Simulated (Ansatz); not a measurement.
# TiS2 (within 0.1 Å of R-3m, No. 166, 3 atoms in the cell; start mp-558110; a measured phase of this formula has another space group)

Calculation: PBE0 (Ansatz, an electronic-structure program, plane waves, PAW).

Numerical settings: plane-wave cutoff 460 eV, 8×8×4 k mesh (along the axes of the cell as run), Fermi–Dirac smearing 0.01 eV, no spin polarisation, scalar-relativistic PAW data made under PBE.

Cell (relaxed at this level):

```yaml
crystal:
  lattice:
    - [2.95347, -1.70519, 0.00191]
    - [2.95347, 1.70519, 0.00191]
    - [-1.89740, 0.00000, 7.09338]
  atoms:
    - { symbol: Ti, position: [0.00000, 0.00000, 0.00000] }
    - { symbol: S, position: [0.39637, 0.39637, 0.19672] }
    - { symbol: S, position: [0.60363, 0.60363, 0.80328] }
```

```json
{
  "band_gap": "1.41 eV (on the SCF k mesh) (indirect)",
  "smallest_direct_gap_on_the_k_points_sampled": "1.78 eV",
  "Γ–Γ gap": "1.80 eV"
}
```

Note: the cell has widely spaced layers and the level no dispersion term, so their spacing and the moduli can rest on weak binding.

Computed values are for the static lattice.

Computing time: around 30 core-minutes (rough).

A start named mp-… is a Materials Project structure, which need not be a measured phase.
